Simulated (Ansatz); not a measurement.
# Effect of pressure 7.5 GPa on Li

Base system: Li in the bcc (W type) structure (space group Im-3m, No. 229; a = 3.434 Å).

Perturbation: a hydrostatic pressure of 7.5 GPa.

Level of theory: DFT with PBEsol, PAW potentials and a 420 eV plane-wave cutoff in Ansatz (a quantum-chemistry and plane-wave program), without spin-orbit coupling. Γ-centred 19×19×19 mesh, Fermi–Dirac width 0.05 eV.

Volume per atom: 14.69 Å³ (base 20.25 Å³)
Lattice parameter a: 3.086 Å (base 3.434 Å)
Shortest interatomic distance: 2.672 Å (base 2.974 Å)
Enthalpy H = E + PV relative to the base's energy: +0.79 eV/atom
Band gap: zero (base zero)

Final structure:

```yaml
crystal:
  lattice:
    - [-1.54296, 1.54296, 1.54296]
    - [1.54296, -1.54296, 1.54296]
    - [1.54296, 1.54296, -1.54296]
  atoms:
    - { symbol: Li, position: [0.00000, 0.00000, 0.00000] }
```

Cost of the whole job for the changed cell (relaxation, final SCF and bands): around 7 core-seconds (rough).

Load acts through the strain it causes; cell and atoms are relaxed under it. No phonon test of stability was made. No other phases were tried under pressure.
